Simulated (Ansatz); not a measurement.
Results of Hartree–Fock in Ansatz (PAW) for 1T (CdI2-type) MgI2.

Run with plane-wave cutoff 460 eV, 9×9×4 k mesh (along the axes of the cell as run), Fermi–Dirac smearing 0.01 eV, scalar-relativistic PAW data made under PBE.

Cell (measured lattice):

```cif
data_I2Mg
_chemical_formula_sum 'Mg1 I2'
_space_group_name_H-M_alt 'P 1'
_space_group_IT_number 1
_cell_length_a 4.15370
_cell_length_b 4.15370
_cell_length_c 6.86200
_cell_angle_alpha 90.000
_cell_angle_beta 90.000
_cell_angle_gamma 120.000
loop_
_space_group_symop_operation_xyz
  'x, y, z'
loop_
_atom_site_label
_atom_site_type_symbol
_atom_site_fract_x
_atom_site_fract_y
_atom_site_fract_z
_atom_site_occupancy
Mg1 Mg 0.00000 0.00000 0.00000 1
I1 I 0.33333 0.66667 0.24237 1
I2 I 0.66667 0.33333 0.75763 1
```

Question: What does this level give for the band gap and smallest direct gap on the k points sampled?

Answer: 
* **band gap**: 10.50 eV
* **smallest direct gap on the k points sampled**: 11.05 eV

Note: cell and atoms aren't relaxed at this level (largest force component 0.03 eV/Å, pressure 3.4 GPa).

Spin–orbit coupling is not included; with these elements it can move the gap by several tenths of an eV or more.

The computed numbers hold no vibrational or temperature effects.

It cost about 16 core-minutes (a rough figure) of CPU time.

Ansatz is a program for electronic structure.
